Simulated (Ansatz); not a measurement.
Input:

```
BaS
1.0
    0.00000     3.16592     3.16592
    3.16592     0.00000     3.16592
    3.16592     3.16592     0.00000
Ba S
1 1
Cartesian
  0.00000   0.00000   0.00000
  3.16592   3.16592   3.16592
```

The numbers are results of r2SCAN, rigid bands (plane waves, PAW, scalar-relativistic; Ansatz, a first-principles code), not measurements. Condition of this run: functional r2SCAN on the same cell. Cell: cell and atoms relaxed with PBEsol.

Question: Predict the hole conductivity mass (n e² τ/σ) at 300 K, by direction if it differs.

Answer: 0.87 mₑ.

Question: Predict the electron conductivity mass (n e² τ/σ) at 300 K, by direction if it differs.

Answer: 0.44 mₑ.

Question: And the band gap?

Answer: 2.51 eV at this level; semilocal functionals usually fall short of the measured gap.

Rigid bands, one relaxation time for all states, no polarons. Spin-orbit coupling is left out; where it splits the top of the valence band it changes the hole mass and lowers the gap by about a third of the splitting. Geometry: cell and atoms relaxed with PBEsol.

Formula and space group known from diffraction (Crystallography Open Database), not checked to be the room-temperature form: BaS (Fm-3m).
